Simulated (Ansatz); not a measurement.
The starting structures come from a database of crystals and need not be the phases stable at ambient conditions.

 Where the default PAW files enter, the runs use the earlier of Ansatz's two default sets.

Tunnelling through a barrier is set by its complex band structure: the current falls as exp(−2κd) with the smallest κ.

```
CuI
1.0
    4.24370     0.00000     0.00000
    0.00000     6.98836     0.00000
    2.12185     0.00000     3.67515
Cu I
2 2
Direct
  0.66667   0.12732   0.66667
  0.33333   0.62732   0.33333
  0.66667   0.49768   0.66667
  0.33333   0.99768   0.33333
```

Space group of this cell: P6_3mc, wurtzite. The cell is taken as given; by PBEsol its mean pressure is -1.8 GPa.

Transport runs along the normal of the first two printed cell vectors, the (100) plane of the conventional cell.

The gap is the functional's own, uncorrected, and κ follows it; spin-orbit coupling is left out. Mid-gap values are interpolated between the computed energies.

### Question
Compute, with PBEsol (Ansatz, a first-principles code), the band gap and the smallest decay constant κ at mid-gap.

### Answer
Gap 1.11 eV on a 8×6×8 mesh; κ = 0.107 1/Å, at the zone centre.
